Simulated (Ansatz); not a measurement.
**A computed series for Mo: response to strain**

Start from Mo in the bcc (W type) structure (space group Im-3m, No. 229; a = 3.112 Å; relaxed with 0.1 eV smearing).

Strains are applied to the cell and any free atomic positions relax.

All numbers come from LDA in Ansatz (plane waves to 420 eV, PAW, spin-orbit coupling left out).

Notes on the quantities. energy relative to the base: free energy F.

```csv
change,pressure,energy relative to the base,volume per atom
base,0.0 GPa,0 meV/atom,15.06 Å³
isotropic strain −2.50 %,25.9 GPa,+84 meV/atom,13.96 Å³
isotropic strain −2.00 %,20.1 GPa,+53 meV/atom,14.18 Å³
isotropic strain −1.50 %,14.5 GPa,+29 meV/atom,14.39 Å³
isotropic strain −0.50 %,4.5 GPa,+3.1 meV/atom,14.84 Å³
isotropic strain +0.50 %,___,___,15.29 Å³
isotropic strain +1.00 %,-8.2 GPa,+12 meV/atom,15.52 Å³
isotropic strain +1.50 %,-11.9 GPa,+27 meV/atom,15.75 Å³
isotropic strain +2.00 %,-15.3 GPa,+46 meV/atom,15.98 Å³
isotropic strain +3.00 %,-21.5 GPa,+101 meV/atom,16.46 Å³
```

Task: Complete the table.

Result: 
- isotropic strain +0.50 %, pressure: -4.2 GPa
- isotropic strain +0.50 %, energy relative to the base: +3.0 meV/atom

Stability against distortions was not tested. All final runs are without spin polarisation.

Ansatz is an electronic-structure program.
